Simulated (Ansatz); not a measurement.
Mg2Sn, response to strain

The reference is Mg$_{2}$Sn (space group Fm-3m, No. 225; a = 6.747 Å; relaxed with 0.1 eV smearing). Axes: x, y, z lie along the cube axes.

Strains are applied to the cell and any free atomic positions relax; under biaxial strain the out-of-plane vector relaxes too.

Computed with PBEsol/PAW in Ansatz (an electronic-structure program), spin-orbit coupling left out.

Candidates:
(a) biaxial strain −0.50 %, plane normal [001], relaxed out of plane
(b) biaxial strain +3.00 %, plane normal [001], relaxed out of plane
(c) biaxial strain −3.00 %, plane normal [001], relaxed out of plane
(d) biaxial strain −2.00 %, plane normal [001], relaxed out of plane

Notes on the quantities. energy relative to the base: free energy F.

### Question
Order them by energy relative to the base, highest first.

### Answer
(c) biaxial strain −3.00 %, plane normal [001], relaxed out of plane (+13 meV/atom), (b) biaxial strain +3.00 %, plane normal [001], relaxed out of plane (+11 meV/atom), (d) biaxial strain −2.00 %, plane normal [001], relaxed out of plane (+5.6 meV/atom), (a) biaxial strain −0.50 %, plane normal [001], relaxed out of plane (+0.3 meV/atom)

Stability against distortions was not tested.
